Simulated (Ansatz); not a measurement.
# PbTe: response to strain

The reference is PbTe in the rock salt structure (space group Fm-3m, No. 225; a = 6.534 Å).

Strains are applied to the cell and any free atomic positions relax.

Level of theory: Ansatz (an electronic-structure program) r2SCAN, scalar-relativistic without spin-orbit coupling.

```csv
isotropic strain (%),band gap (eV)
0,1.09
0.5,1.12
1,1.15
1.5,1.17
2,?
2.5,1.22
3,1.24
```

Q: Fit E_g = E₀ + Dε (ε in %) to the rows shown and predict the withheld row.

A: Least squares on the printed values gives E₀ = 1.09 eV, D = 49.6 meV per % of strain (largest residual 0.01 eV); this predicts 1.19 eV, and the run gives 1.20 eV, in agreement.

With Pb and Te present, leaving out spin-orbit coupling can change the band edges. No phonon test of stability was made.
